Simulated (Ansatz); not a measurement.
System: cubic perovskite BaHfO3. Method: revPBE (PAW; Ansatz, a first-principles code).

Output (set-up and result lines):

```
Crystal: 5 atoms, lattice volume = 72.742 Å³
Basis set: ecut = 520 eV, 1935 PW (Γ), exchange–correlation on 64×64×64 points (8 copies of the dense FFT grid, shifted against one another)
Bands: 33, of which v1, the nominal top of the filled ones, is band 27 counted from 1 (26 counted from 0)
Symmetry: 48 space group operations
Space group: Pm-3m (ITA 221), of the structure as read, at distance tolerance 4.2e-5 Å
k-points: 35 of 512
Functional: x = revpbe(κ = 1.245, μ = 0.2195149727645171), c = pbe(β = 0.06672455060314922)
SCF iter   1: F=—  HF=-23401.704086 eV  |F-HF|=—  |Δ(HF+E_count)|=         —  Δρ=2.61e-3  dr2=4.27e-3
SCF iter   2: F=—  HF=-23401.704728 eV  |F-HF|=—  |Δ(HF+E_count)|=   6.42e-4  Δρ=1.53e-3  dr2=7.49e-4
  ...
SCF iter   8: F=—  HF=-23401.704694 eV  |F-HF|=—  |Δ(HF+E_count)|=   4.90e-8  Δρ=1.74e-6  dr2=2.00e-9
SCF iter   9: F=-23401.704694 eV  HF=-23401.704694 eV  |F-HF|=7.28e-11  |Δ(HF+E_count)|=   3.81e-9  Δρ=3.91e-7  dr2=7.40e-11
SCF 1 converged in 9 iterations: F = -23401.704694 eV  dr2 = 7.40e-11
SCF converged after 9 iterations
Free energy (F): -23401.704694 eV
Internal energy: -23401.704694 eV  (E = F + TS)
E sigma→0 (E₀):  -23401.704694 eV
Fermi energy:    13.541570 eV
--- Forces (eV/Å), atoms counted from 1 ---
  atom   1  Ba    -0.00000000     0.00000000     0.00000000
  atom   2  Hf     0.00000000    -0.00000000    -0.00000000
  atom   3  O     -0.00000000    -0.00000000     0.00000000
  atom   4  O      0.00000000     0.00000000     0.00000000
  atom   5  O      0.00000000    -0.00000000    -0.00000000
--- Stress (GPa, compression-positive) ---
        6.552341      -0.000000       0.000000
        0.000000       6.552341      -0.000000
        0.000000      -0.000000       6.552341
  P = ⅓ Tr σ = 6.5523 GPa (65.523 kbar)
```

Task: Write an input file that could have produced this run (the log leaves some choices open).

Result: Several could match; the one computed here: 
Ansatz 0.2 input:
```yaml
crystal:
  lattice:
    - [4.1744095091, 0.0, 0.0]
    - [0.0, 4.1744095091, 0.0]
    - [0.0, 0.0, 4.1744095091]
  atoms:
    - { symbol: Ba, position: [0.0, 0.0, 0.0] }
    - { symbol: Hf, position: [0.5, 0.5, 0.5] }
    - { symbol: O, position: [0.5, 0.0, 0.5] }
    - { symbol: O, position: [0.0, 0.5, 0.5] }
    - { symbol: O, position: [0.5, 0.5, 0.0] }
basis:
  ecutwfc: 520
  ecutrho_ratio: 4
  xc_grid: 2
kpoints:
  mp_grid: { grid: [8, 8, 8] }
hamiltonian:
  xc: revpbe
  dispersion: none
  pseudopotentials: { kind: paw }
scf:
  occupations: { method: fermi_dirac, width: 0.01 }
  convergence: { dr2_threshold: 0.0000000005 }
output:
  forces: true
  stress: true
  eigenvalues: true
```

The cell is one volume of an energy–volume scan, off the minimum.

The PAW data were made under PBE.

Computing time: very roughly 6 core-seconds.
